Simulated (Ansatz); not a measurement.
Results of r²SCAN+rVV10 in Ansatz (plane waves, PAW) for Ge2Sb2Te5 (model structure, P3m1, No. 156, 9 atoms in the cell).

Run with plane-wave cutoff 560 eV, 12×12×2 k mesh (along the axes of the cell as run), Fermi–Dirac smearing 0.01 eV, scalar-relativistic PAW data made under PBE.

Cell (relaxed at this level):

```
CELL_PARAMETERS angstrom
      4.22641     0.00000     0.00000
     -2.11320     3.66018     0.00000
      0.00000     0.00000    17.54746
ATOMIC_POSITIONS crystal
  Te 0.00000 0.00000 0.99191
  Sb 0.33333 0.66667 0.09234
  Te 0.66667 0.33333 0.20402
  Sb 0.00000 0.00000 0.32129
  Te 0.33333 0.66667 0.41868
  Te 0.66667 0.33333 0.58605
  Ge 0.00000 0.00000 0.66550
  Te 0.33333 0.66667 0.79024
  Ge 0.66667 0.33333 0.87116
```

Question: Give the computed band gap.

Answer: 
- band gap: 0.20 eV (on the SCF k mesh)

Note: the relaxation could raise the start's symmetry but not lower it, so the cell can be a saddle point.

Spin–orbit coupling is not included; it can close the smallest gap of 0.20 eV.

A model structure was made by putting elements into a prototype or built by hand; it is no filed structure, need not be a known phase, and can be a saddle point held by its symmetry.

Ansatz is an electronic-structure program.
